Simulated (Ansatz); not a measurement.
System: antifluorite Mg₂C (high-pressure phase). Method: G0W0@r²SCAN (Ansatz, a first-principles code, plane waves, hard PAW, contour deformation).

The same calculation (at the measured cell, 13.475 Å³/atom) with different numerical settings; throughout: k mesh 2×2×2:

```
run  response cutoff (eV)  empty bands  quasiparticle gap on the mesh (eV)  quasiparticle gap at Γ (eV)  rough time
---  --------------------  -----------  ----------------------------------  ---------------------------  ----------
1                     100          169                               0.697                        2.036    6 core-s
2                     150          310                               0.815                        2.074   10 core-s
3                     200          477                               0.866                        2.086   30 core-s
4                     250          667                               0.894                        2.094   50 core-s
5                     300          876                               0.911                        2.099   70 core-s
6                     400         1349                               0.930                        2.104  4 core-min
```

In the column quasiparticle gap on the mesh (eV) the first row differs from the last by -0.233 and the next to last by -0.019.

The last row is no converged limit: other settings stay fixed.
